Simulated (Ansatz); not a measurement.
**Pressure series in GaNi3**

Base system: GaNi3 in the Cu3Au type structure (space group Pm-3m, No. 221; a = 3.5294 Å; weakly magnetic (sensitive to the mesh)).

Cell and atoms are relaxed at each pressure.

Calculations: PBEsol, PAW, 420 eV (Ansatz, an electronic-structure program; scalar-relativistic without spin-orbit coupling).

Two rows of this table had their results exchanged by mistake.

```tsv
pressure	volume per atom (Å³)	shortest distance (Å)	band gap
pressure −2 GPa	11.10	2.504	zero
pressure −1 GPa	11.05	2.500	zero
pressure 0.3 GPa	10.98	2.494	zero
pressure 0.7 GPa	10.95	2.493	zero
pressure 1.5 GPa	10.63	2.468	zero
pressure 3 GPa	10.84	2.484	zero
pressure 5 GPa	10.74	2.477	zero
pressure 7.5 GPa	10.91	2.490	zero
pressure 10 GPa	10.52	2.460	zero
```

Question: Which two?

Answer: The rows for pressure 1.5 GPa and pressure 7.5 GPa: the volume has to fall steadily with pressure, so 10.91 Å³ belongs to pressure 1.5 GPa and 10.63 Å³ to pressure 7.5 GPa.

Other magnetic orders, which the real material may have, were not ruled out. Load acts through the strain it causes; cell and atoms are relaxed under it. Whether these cells are dynamically stable was not tested. No other phases were tried under pressure.
